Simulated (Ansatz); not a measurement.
Zinc-blende BeS was calculated with B3LYP (VWN-RPA form) (Ansatz, a first-principles code, plane waves, PAW).

Numerical settings: plane-wave cutoff 460 eV, 10×10×10 k mesh, Fermi–Dirac smearing 0.01 eV, scalar-relativistic PAW data made under PBE.

Pressure at four volumes; x = ln(V/14.655 Å³). One pressure is withheld.

| V (Å³/atom) | x | P (GPa) |
|---|---|---|
| 13.923 | -0.0512 | 5.45 |
| 14.655 | 0.0000 | 0.14 |
| 15.022 | 0.0247 | -2.08 |
| 15.388 | 0.0488 | ? |

Question: Pass a parabola P(x) through the three rows shown, estimate the bulk modulus and its pressure derivative near zero pressure, and predict the withheld pressure.

Answer: Slopes between the rows: (0.14 − (5.45))/(0.0000 − (-0.0512)) = -103.71 and (-2.08 − (0.14))/(0.0247 − (0.0000)) = -89.88 GPa. Their difference over the span 0.0759 is c = 13.83/0.0759 = 182.2 GPa, so P(x) = 5.45 + (-103.71)(x − (-0.0512)) + 182.2 (x − (-0.0512))(x − (0.0000)). At the middle row B = −dP/dx = −[-103.71 + 182.2 × 0.0512] = 94.4 GPa, and B′ = dB/dP = 2c/B = 3.9. At x = 0.0488 the parabola gives -4.03 GPa; the run gives -4.05 GPa. The Birch–Murnaghan fit to the energies at all volumes has B0 = 93.5 GPa and B′ = 3.8.

Measured, for comparison: bulk modulus 105 GPa (room temperature, not corrected to a static lattice; as tabulated in Narayana, Nesamony, Ruoff, Phys. Rev. B 56, no. 22 (1997)). Computed (rounded) less measured: bulk modulus -11 %.
